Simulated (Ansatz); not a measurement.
By hand: reaction energy

Subject: the reaction energy. Reaction: 1/2 Zn (hcp) + 1/2 Cu (fcc) → 1/2 ZnCu (CsCl type). Negative: the products are lower in energy.

ZnCu (CsCl type, Pm-3m), 54 atoms in the cell, the relaxed perfect crystal repeated, atoms not moved again; spin state with PBE: run without spin. Conventional cell: a = b = c = 2.9638 Å, α = β = γ = 90.00°.

Ansatz (a first-principles code) with PAW potentials; structures come from PBE relaxations, nuclei static, no net charge. Ansatz runs with its PAW set soft_1. Other levels take these structures. The lattices are those relaxed with PBE, so at other levels the solids can be strained, which adds to the spread. A dispersion term (D3(BJ), or D4 for r2SCAN) was computed beside these levels and is taken off wherever the name lacks it.

Total energies of the cells in eV, at zero smearing width. They compare only within one column; the weights balance every element.

```tsv
cell	atoms	weight	r2SCAN	PBE+D3(BJ)
ZnCu (CsCl type)	54	+1	-268842.38558	-268525.41920
Zn (hcp)	2	−27/2	-6651.33706	-6638.86662
Cu (fcc)	1	−27	-6631.24374	-6625.76003
```

r2SCAN: (-268842.38558) − 27/2 × (-6651.33706) − 27 × (-6631.24374) = -5.754 eV; dividing by 54 gives -0.11 eV.

PBE+D3(BJ): (-268525.41920) − 27/2 × (-6638.86662) − 27 × (-6625.76003) = -5.199 eV; dividing by 54 gives -0.10 eV.

What follows from the r2SCAN value: Per mole of the reaction as written, -0.107 eV × 96.485 = -10.3 kJ.
